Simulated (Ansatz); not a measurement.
Take Ca in the fcc (Cu type) structure (space group Fm-3m, No. 225; relaxed with 0.1 eV smearing) as the base.

```yaml
crystal:
  lattice:
    - [0.00000, 2.78423, 2.78423]
    - [2.78423, 0.00000, 2.78423]
    - [2.78423, 2.78423, 0.00000]
  atoms:
    - { symbol: Ca, position: [0.00000, 0.00000, 0.00000] }
```

Level of theory: DFT with r2SCAN, PAW potentials and a 500 eV plane-wave cutoff in Ansatz (a quantum-chemistry and plane-wave program), no spin-orbit coupling.

Base values:

The pressure comes out as 0.0 GPa. The band gap comes out as zero.

It is then changed as follows: an isotropic linear strain of +2.80 %; the atoms relax in the strained cell.

Task: How does this affect the pressure, energy relative to the base and band gap?

Result: The pressure goes from zero to -1.3 GPa; the energy goes up by 16 meV/atom; the band gap stays zero.

Whether these cells are dynamically stable was not tested.
